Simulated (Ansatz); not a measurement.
**BaTiO3: response to strain**

Base system: BaTiO₃ in the cubic perovskite structure (space group Pm-3m, No. 221; a = 3.970 Å). Axes: x, y, z lie along the cube axes.

Strains are applied to the cell and any free atomic positions relax; under biaxial strain the out-of-plane vector relaxes too.

Calculations: PBEsol, PAW, 420 eV (Ansatz, a program for electronic structure; without spin-orbit coupling).

Notes on the quantities. in-plane stress: mean in-plane stress (compression positive); energy relative to the base: free energy F.

```json
[
 {"change": "base", "in-plane stress": "–", "energy relative to the base": "0 meV/atom", "out-of-plane strain": "–"},
 {"change": "biaxial strain −3.00 %, plane normal [001], relaxed out of plane", "in-plane stress": "+12.5 GPa", "energy relative to the base": "+28 meV/atom", "out-of-plane strain": "+2.27 %"},
 {"change": "biaxial strain −2.40 %, plane normal [001], relaxed out of plane", "in-plane stress": "+9.7 GPa", "energy relative to the base": "+17 meV/atom", "out-of-plane strain": "+1.79 %"},
 {"change": "biaxial strain −1.80 %, plane normal [001], relaxed out of plane", "in-plane stress": "+7.0 GPa", "energy relative to the base": "+9.4 meV/atom", "out-of-plane strain": "+1.32 %"},
 {"change": "biaxial strain −1.20 %, plane normal [001], relaxed out of plane", "in-plane stress": "[?]", "energy relative to the base": "[?]", "out-of-plane strain": "[?]"},
 {"change": "biaxial strain −0.60 %, plane normal [001], relaxed out of plane", "in-plane stress": "+2.2 GPa", "energy relative to the base": "+1.0 meV/atom", "out-of-plane strain": "+0.42 %"}
]
```

Task: What belongs in the blanks?

Result: 
- biaxial strain −1.20 %, plane normal [001], relaxed out of plane, in-plane stress: +4.5 GPa
- biaxial strain −1.20 %, plane normal [001], relaxed out of plane, energy relative to the base: +4.1 meV/atom
- biaxial strain −1.20 %, plane normal [001], relaxed out of plane, out-of-plane strain: +0.86 %

Whether these cells are dynamically stable was not tested. The final runs are not spin-polarised. Many cubic perovskites are stable only at high temperature; tilts and polar distortions were not tested. This is not the structure that BaTiO3 has at room temperature and ambient pressure.
